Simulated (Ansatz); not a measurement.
SnO, pressure series

The reference is SnO in the litharge type structure (space group P4/nmm, No. 129; a = 3.837 Å, c = 4.759 Å; layered, stacked along the Cartesian z axis).

Cell and atoms are relaxed at each pressure.

All numbers come from DFT with PBE-D3(BJ), PAW potentials and a 420 eV plane-wave cutoff in Ansatz (an electronic-structure program), scalar-relativistic without spin-orbit coupling.

Candidates:
(a) pressure 4.5 GPa
(b) pressure 9 GPa
(c) pressure 15 GPa
(d) pressure 2.1 GPa
(e) pressure 0.9 GPa

For the base:

```
Property   Value
---------  -----
c/a ratio  1.240
```

**Question.** Order them by c/a ratio, lowest first.

**Answer.** (c) pressure 15 GPa (1.144), (b) pressure 9 GPa (1.162), (a) pressure 4.5 GPa (1.185), (d) pressure 2.1 GPa (1.206), (e) pressure 0.9 GPa (1.223)

Load acts through the strain it causes; cell and atoms are relaxed under it. Stability against distortions was not tested. Competing high-pressure phases were not computed. The final runs are not spin-polarised.
